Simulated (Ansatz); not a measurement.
Computed with PBE (plane waves to 420 eV, PAW; Ansatz, a program for electronic structure).

Planar average of the electrostatic potential across the slab, in eV from the highest filled level, for a constructed model of the (111)A surface of zinc-blende AlP, Al-terminated, 2x2 P adatom at H3 (bottom of the slab: 3 H on 4 bottom sites):

```tsv
z (Å)	V (eV)
3.85	4.48
4.15	4.48
4.44	4.48
4.74	4.48
5.04	4.48
5.33	4.48
5.63	4.48
5.93	4.47
6.22	4.47
6.52	4.46
6.81	4.44
7.11	4.39
7.41	4.27
7.70	3.98
8.00	3.06
8.30	2.17
8.59	1.69
8.89	-0.82
9.19	-4.99
9.48	-8.61
9.78	-9.66
10.07	-7.49
10.37	-4.58
10.67	-2.89
10.96	-1.02
11.26	1.35
11.56	2.29
11.85	1.35
12.15	-2.29
12.44	-6.87
12.74	-9.74
13.04	-9.34
13.33	-5.98
13.63	-3.57
13.93	-2.27
14.22	-0.21
14.52	1.87
14.81	2.30
15.11	0.70
15.41	-3.54
15.70	-7.82
16.00	-10.01
16.30	-8.57
16.59	-5.13
16.89	-3.20
17.19	-1.82
17.48	0.45
17.78	2.14
18.07	2.07
18.37	-0.30
18.67	-4.94
18.96	-8.87
19.26	-9.84
19.56	-7.44
19.85	-4.36
20.15	-2.72
20.44	-1.01
20.74	0.83
21.04	1.68
21.33	0.73
21.63	-2.61
21.93	-5.83
22.22	-7.66
22.52	-7.96
22.81	-6.17
23.11	-3.95
23.41	-2.13
23.70	-0.84
24.00	0.46
24.30	1.04
24.59	1.27
24.89	1.94
25.19	3.14
25.48	4.27
25.78	4.83
26.07	5.09
26.37	5.21
26.67	5.26
26.96	5.29
27.26	5.30
27.56	5.31
27.85	5.31
28.15	5.31
28.44	5.31
28.74	5.31
29.04	5.31
```

Set-up: 44 atoms, 15.9 Å thick at the start with caps and adatoms; mesh 3x3x1; 0.025 eV smearing; dipole correction on; 8 atoms held, the rest relaxed; held to the start's symmetry, so lower structures may exist; no spin, no spin-orbit, no U. In PBE it is, or lies within 0.01 eV a 1x1 cell of, the lowest of the 3 structures of its composition computed so far; subsurface sites and larger cells were not tried.

**Question.** The surface cell has an area of 52.55 Å². What dipole along the normal does the step between the two vacuum levels imply?

**Answer.** the top vacuum level lies 0.83 eV above the bottom one; p = −ε₀ A ΔV (ε₀ = 0.005526 e/(V·Å)) gives -0.24 e·Å a cell.
